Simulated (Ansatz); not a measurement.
The parent structure is SrTe in the rock salt structure (space group Fm-3m, No. 225).

```xyz
2
Lattice="0.0000 3.3033 3.3033 3.3033 0.0000 3.3033 3.3033 3.3033 0.0000" Properties=species:S:1:pos:R:3 pbc="T T T"
Sr     0.0000     0.0000     0.0000
Te     3.3033     3.3033     3.3033
```

All numbers come from PBEsol/PAW in Ansatz (an electronic-structure program), no SOC.

Before the change:

| Item | Result |
|---|---|
| Pressure | 0.00 GPa |
| Gap character | indirect, Γ → X |
| Hole mass | 0.14, 0.85, 0.85 mₑ (at Γ) |

The change: the cell is scaled by 1.0300 in all directions, atoms relaxed at fixed cell.

### Question
How does this affect the pressure?

### Answer
The pressure goes from zero to -2.62 GPa.

### Question
Predict the new gap character.

### Answer
The gap character remains indirect, Γ → X.

### Question
What happens to the mean gap deformation potential ΔEg/Δln V?

### Answer
The mean gap deformation potential ΔEg/Δln V amounts to +2.5 eV.

### Question
Estimate the effect on the hole mass.

### Answer
The hole mass (degenerate bands, along [100]) goes from 0.14, 0.85, 0.85 mₑ (at Γ) to 0.15, 0.96, 0.96 mₑ (at Γ).

With Te present, leaving out spin-orbit coupling can change the band edges. The cells carry an imposed strain or load. Effective masses come from finite differences of ±0.01 Å⁻¹. No phonon test of stability was made.
